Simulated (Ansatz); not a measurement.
Results of HSE06 (plane waves, PAW; Ansatz, an electronic-structure program) for AlCdNO (model structure, started from the AlSiCN type, P3m1, No. 156, 4 atoms in the cell).

Numerical settings: plane-wave cutoff 460 eV, 9×9×4 k mesh (along the axes of the cell as run), Fermi–Dirac smearing 0.01 eV, scalar-relativistic PAW data made under PBE.

Cell (relaxed with PBEsol):

```
CELL_PARAMETERS angstrom
      3.21631     0.00000     0.00000
     -1.60815     2.78540     0.00000
      0.00000     0.00000     5.62249
ATOMIC_POSITIONS crystal
  Al 0.33333 0.66667 0.49981
  Cd 0.66667 0.33333 0.97609
  O  0.33333 0.66667 0.18199
  N  0.66667 0.33333 0.59210
```

**Question.** Give the computed band gap.

**Answer.** 
- band gap: 2.69 eV (on the SCF k mesh)

Note: the relaxation could raise the start's symmetry but not lower it, so the cell can be a saddle point; cell and atoms aren't relaxed at this level (largest force component 0.26 eV/Å, pressure 0.2 GPa).

Spin–orbit coupling is not included.

Static lattice: no zero-point or thermal effects.

It cost roughly 3 core-minutes of CPU time.

A model structure was made by putting elements into a prototype or built by hand; it is no filed structure, need not be a known phase, and can be a saddle point held by its symmetry.
